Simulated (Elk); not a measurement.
Band structure of Ge (Fd-3m, 2 atoms in the cell).

```
Ge
1.0
    0.00000     2.83743     2.83743
    2.83743     0.00000     2.83743
    2.83743     2.83743     0.00000
Ge
2
Direct
  0.50000   0.50000   0.50000
  0.75000   0.75000   0.75000
```

Method of the run: LDA (PW92), all-electron FP-LAPW, Elk's shipped species files, LAPW+lo basis run with Elk.

Settings: rgkmax = 7.5; stype = 1; swidth = 0.00499791 Ha; ngridk = 8 8 8; gmaxvr = 14 1/bohr; nxoapwlo = 1; rmtscf = 0.91; maxscl = 100.

The starting cell comes from a database of computed structures (which also holds hypothetical and non-ambient phases and stackings), without a prior relaxation at this level. Values depend on the basis (sphere radii, cutoffs, local orbitals), which need not be converged.

Levels in eV from the Fermi level, bands 11 to 18:
| point | 11 | 12 | 13 | 14 | 15 | 16 | 17 | 18 |
|---|---|---|---|---|---|---|---|---|
| Γ | -12.73 | -0.26 | 0.02 | 0.02 | 0.02 | 2.55 | 2.55 | 2.55 |
| X | -8.89 | -8.89 | -3.02 | -3.02 | 0.70 | 0.70 | 9.34 | 9.34 |
| W | -8.80 | -8.80 | -3.85 | -3.85 | 4.22 | 4.22 | 4.67 | 4.67 |
| K | -9.36 | -8.30 | -4.28 | -2.58 | 1.10 | 4.01 | 7.06 | 7.30 |
| L | -10.67 | -7.58 | -1.37 | -1.37 | 0.04 | 3.74 | 3.74 | 7.00 |
| U | -9.36 | -8.30 | -4.28 | -2.58 | 1.10 | 4.01 | 7.06 | 7.30 |

No band crosses the Fermi level by more than 0.03 eV along this path.
